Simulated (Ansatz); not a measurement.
WSi₂ under load (space group I4/mmm): band-structure transport figures

Input:

```
CELL_PARAMETERS angstrom
     -1.60160     1.60160     3.90124
      1.60160    -1.60160     3.90124
      1.60160     1.60160    -3.90124
ATOMIC_POSITIONS crystal
  Si 0.33441 0.33441 0.00000
  Si 0.66559 0.66559 0.00000
  W  0.00000 0.00000 0.00000
```

Calculation: PBEsol, rigid bands (plane waves, PAW, scalar-relativistic; Ansatz, an electronic-structure program). Condition of this run: uniaxial stress zz = 1 GPa (compression positive) (the target of the relaxation). Geometry: cell and atoms relaxed with PBEsol, then loaded as said.

- density of states at the Fermi level = 0.223 states/(eV·cell), both spins
- bare Sommerfeld coefficient = 0.175 mJ/(mol of atoms·K²)
- Drude plasma energy = 2.7 (x), 2.7 (y), 3.1 (z) eV
- root-mean-square Fermi velocity = 7.3e5 m/s
- resistivity times τ = 70 (x), 70 (y), 52 (z) ×10⁻²² Ω·m·s

A metal at this level (no band gap); rigid bands, thermally averaged at 300 K, both spins. Spin-orbit coupling is left out, which matters with elements this heavy. τ is one relaxation time for all states.
